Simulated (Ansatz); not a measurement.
How far PBE and r2SCAN part for MgF2

The reference is MgF₂ in the rutile structure (space group P4_2/mnm, No. 136; a = 4.699 Å, c = 3.094 Å).

(Cell as relaxed with PBE.)

Levels (all Ansatz, an electronic-structure program, PAW, earlier PAW set): PBE (420 eV, no spin-orbit coupling); r2SCAN (500 eV, no spin-orbit coupling).

Each level relaxes its own structure.

```tsv
quantity	PBE	r2SCAN
volume per atom	11.39 Å³	(withheld)
lattice parameter a	469.9 pm	(withheld)
lattice parameter c	309.4 pm	(withheld)
band gap	6.83 eV	(withheld)
gap character	direct at Γ	(withheld)
```

Q: Predict the r2SCAN column.

A: 
- volume per atom, r2SCAN: 10.88 Å³
- lattice parameter a, r2SCAN: 462.6 pm
- lattice parameter c, r2SCAN: 304.9 pm
- band gap, r2SCAN: 8.06 eV
- gap character, r2SCAN: direct at Γ

PBE's volume per atom lies 0.51 Å³ above r2SCAN's (4.7 %); PBE's lattice parameter a lies 7.3 pm above r2SCAN's (1.6 %); PBE's lattice parameter c lies 4.5 pm above r2SCAN's (1.5 %); PBE's band gap lies 1.23 eV below r2SCAN's; the two agree on the gap character. Neither level is exact; r2SCAN is the comparison here, not a measurement.

Semilocal Kohn–Sham gaps tend to fall short of experiment. No phonon test of stability was made.
